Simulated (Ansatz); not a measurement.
Start from Cs3Bi (space group Fm-3m, No. 225; a = 9.368 Å; a model cell, its experimental status unchecked). Axes: x, y, z lie along the cube axes.

Computed with r2SCAN/PAW in Ansatz (a first-principles code), spin-orbit coupling left out.

Modification: an isotropic linear strain of −1.85 %, atoms relaxed at fixed cell.

**Question.** Predict the stress tensor and what it implies for the stiffness.

**Answer.** Stress of the strained cell less that of the base (GPa, compression positive):
```
   0.66    0.00    0.00
   0.00    0.66    0.00
   0.00    0.00    0.66
```

Then B = −ΔP/(ΔV/V₀) with ΔV/V₀ = -0.0545 gives secant stiffness values (nonlinear terms included at this strain): B ≈ 12 GPa.

As a check, the harmonic strain energy −½ V₀ Δσ:ε is 5.9 meV/atom; the computed energy rise is 5.5 meV/atom.

Whether these cells are dynamically stable was not tested.
